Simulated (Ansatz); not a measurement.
**LiNbSe2 under a change: pressure −2 GPa**

Base system: LiNbSe₂ (space group P6_3/mmc, No. 194; a = 3.5241 Å, c = 13.5561 Å; a cell from a computed database, its experimental status unchecked).

The change: a negative pressure, −2 GPa.

Level of theory: r2SCAN (Ansatz, an electronic-structure program), no spin-orbit coupling. Γ-centred 11×11×3 mesh, Fermi–Dirac width 0.05 eV.

The density drops by 0.18 g/cm³, from 5.87 g/cm³ to 5.69 g/cm³ and the lattice parameter a grows by 0.029 Å (3.524 Å → 3.553 Å). The c/a ratio increases by 0.0246 (3.847 → 3.871) and the shortest interatomic distance increases by 0.0125 Å, from 2.625 Å to 2.637 Å. The enthalpy H = E + PV relative to the base's energy is -0.23 eV/atom and the band gap hardly moves (0.74 eV against 0.73 eV). The gap character remains indirect, Γ → k = (0.182, 0.182, 0) in the run's primitive reciprocal basis and the smallest direct gap shrinks by 0.07 eV (1.42 eV → 1.35 eV). The mean gap deformation potential ΔEg/Δln V comes out as -0.3 eV and the width of the top valence band drops by 0.04 eV (1.35 eV → 1.31 eV). The hole mass goes from 0.72 mₑ along c, 0.61 mₑ across (at Γ) to 0.73 mₑ along c, 0.64 mₑ across (at Γ) and the valence-band top at Γ (three highest levels, from the VBM) becomes 0.00, -0.84, -2.29 eV (base: 0.00, -0.90, -2.28 eV).

Final structure:

```xyz
8
Lattice="3.5526 0.0000 0.0000 -1.7763 3.0766 0.0000 0.0000 0.0000 13.7534" Properties=species:S:1:pos:R:3 pbc="T T T"
Li     0.0000     0.0000     0.0000
Li     0.0000     0.0000     6.8767
Nb     0.0000     0.0000     3.4383
Nb     0.0000     0.0000    10.3150
Se     0.0000     2.0511     1.7808
Se     1.7763     1.0255    11.9726
Se     1.7763     1.0255     8.6575
Se     0.0000     2.0511     5.0959
```

Load acts through the strain it causes; cell and atoms are relaxed under it. Effective masses come from finite differences of ±0.01 Å⁻¹. No phonon test of stability was made.
